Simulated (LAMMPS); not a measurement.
Pressure dependence of ZrO2 (fluorite) at 1800 K, from the crystal.

Method: classical MD, Buckingham potential of Woodley, Battle, Gale and Catlow, Phys. Chem. Chem. Phys. 1, 2535 (1999), used with rigid ions (no shells), PPPM sums, short-range terms cut at 10 Å, modified for these runs by an r^-4 repulsive force inside the short-range force's maximum, run in LAMMPS.

```
P (GPa)                                state                    volume  coordination number of O by Zr
-------  -----------------------------------  ------------------------  ------------------------------
0        crystal; no diffusion seen in 21 ps    11.223 ± 0.002 Å³/atom        4.00 (counted to 3.34 Å)
2        crystal; no diffusion seen in 21 ps  11.1532 ± 0.0009 Å³/atom        4.00 (counted to 3.22 Å)
5        crystal; no diffusion seen in 21 ps    11.060 ± 0.001 Å³/atom        4.00 (counted to 3.26 Å)
```

Caution: the potential ionic pair potential woodley1999 is fitted for structure prediction of static crystals.

Caution: in nature this polymorph isn't the stable one over the whole range of temperature at this pressure, and short runs keep a crystal in its starting form.

Caution: a run this short can hold a crystal over, or a liquid under, the potential's own melting point, which these runs don't give.

Estimate the isothermal bulk modulus at zero pressure. A parabola P(ln V) through the three points gives −dP/d ln V = 310 GPa at zero pressure.

States go by the mean squared displacement: a species diffuses where it passes 1.5 Å², still rises and gives D over 1e-6 cm²/s; a crystal has left its structure where atoms lie 0.35 Å off their sites on average or a cubic box changes its shape by 3 %, or the axial ratios of another lie 8 % off the starting cell's, which the potential's own relaxation can also do.

Errors shown are sampling errors alone.
